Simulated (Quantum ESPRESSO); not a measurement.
Worked example: self-consistent single point of TiAl (P1, 2 atoms in the cell) in Quantum ESPRESSO.

Computed with LDA (PZ), GBRV 1.5 ultrasoft (LDA) pseudopotentials (plane waves; Quantum ESPRESSO).

```
CELL_PARAMETERS angstrom
      2.81075     0.00000     0.00000
      0.00000     2.81075     0.00000
      0.00000     0.00000     4.06642
ATOMIC_POSITIONS crystal
  Ti 0.51689 0.51392 0.50897
  Al 0.98311 0.98608 0.99103
```

Reference input (self-consistent single point, DFT, LDA (PZ), plane waves, GBRV 1.5 ultrasoft (LDA) pseudopotentials): ecutwfc = 50 Ry; ecutrho = 400 Ry; occupations = smearing; smearing = cold; degauss = 0.0073499 Ry; potentials = {Ti: ti_lda_v1.4.uspp.F.UPF, Al: al_lda_v1.uspp.F.UPF}; K_POINTS = automatic 12 12 8 0 0 0; conv_thr = 1e-10 Ry; mixing_beta = 0.7. This run's input differs from it in these lines:

```diff
@@ -30,3 +30,3 @@
 K_POINTS automatic
-12 12 8  0 0 0
+13 13 9  0 0 0
 CELL_PARAMETERS angstrom
```

Output, abridged:

```
     G-vector sticks info
     --------------------
     sticks:   dense  smooth     PW     G-vecs:    dense   smooth      PW
     Sum         885     437    137                29261    10343    1835

     bravais-lattice index     =            0
     lattice parameter (alat)  =       5.3115  a.u.
     unit-cell volume          =     216.7970 (a.u.)^3
   [... lines left out ...]
    11.9856  12.4911  14.2378  15.0173

     occupation numbers
     1.0000   1.0000   1.0000   1.0000   1.0000   1.0000   1.0000   0.0065
     0.0000   0.0000   0.0000   0.0000

          k = 0.3846 0.1538-0.1536 (  1291 PWs)   bands (ev):

   -45.1198 -21.8768 -21.8300 -21.5108   5.1729   8.4950   9.2131  10.9319
    11.9854  12.4893  14.2304  15.0061

     occupation numbers
     1.0000   1.0000   1.0000   1.0000   1.0000   1.0000   1.0000   0.0079
     0.0000   0.0000   0.0000   0.0000

          k =-0.3846-0.1538-0.1536 (  1291 PWs)   bands (ev):

   -45.1198 -21.8768 -21.8300 -21.5108   5.1750   8.4911   9.2155  10.9359
    11.9690  12.4849  14.2396  15.0215

     occupation numbers
     1.0000   1.0000   1.0000   1.0000   1.0000   1.0000   1.0000   0.0066
     0.0000   0.0000   0.0000   0.0000

   [... 285 blocks of this kind left out ...]

     the Fermi energy is    10.7978 ev

!    total energy              =    -125.94123162 Ry
     estimated scf accuracy    <          6.0E-12 Ry
     smearing contrib. (-TS)   =       0.00004885 Ry
     internal energy E=F+TS    =    -125.94128046 Ry

     The total energy is F=E-TS. E is the sum of the following terms:
     one-electron contribution =     -57.44503166 Ry
     hartree contribution      =      33.59861531 Ry
     xc contribution           =     -22.16508490 Ry
     ewald contribution        =     -79.92977922 Ry

     convergence has been achieved in  11 iterations

     negative rho (up, down):  3.570E-05 0.000E+00

     Forces acting on atoms (cartesian axes, Ry/au):

     atom    1 type  1   force =    -0.01560161   -0.01291800   -0.01501226
     atom    2 type  2   force =     0.01560161    0.01291800    0.01501226

     Total force =     0.035655     Total SCF correction =     0.000004

     negative rho (up, down):  3.570E-05 0.000E+00
          total   stress  (Ry/bohr**3)                   (kbar)     P=      -51.18
  -0.00036018   0.00001494   0.00003832          -52.98        2.20        5.64
   0.00001494  -0.00035647   0.00003174            2.20      -52.44        4.67
   0.00003832   0.00003174  -0.00032703            5.64        4.67      -48.11

   JOB DONE.
```

The run converged in 11 iterations. Against the reference run the free energy goes up by 1.4 meV/atom, the pressure hardly changes (-5.13 to -5.12 GPa) and the largest force goes from 0.660 to 0.648 eV/Å.

The starting cell comes from a database of computed structures (which also holds hypothetical and non-ambient phases and stackings), without a prior relaxation at this level. Its atoms were displaced at random from the sites of space group no. 123. Spin polarisation is off. With a pressure of about -5 GPa the cell is away from its equilibrium volume at this level.

Cost on one core of a shared machine: roughly 2 min.
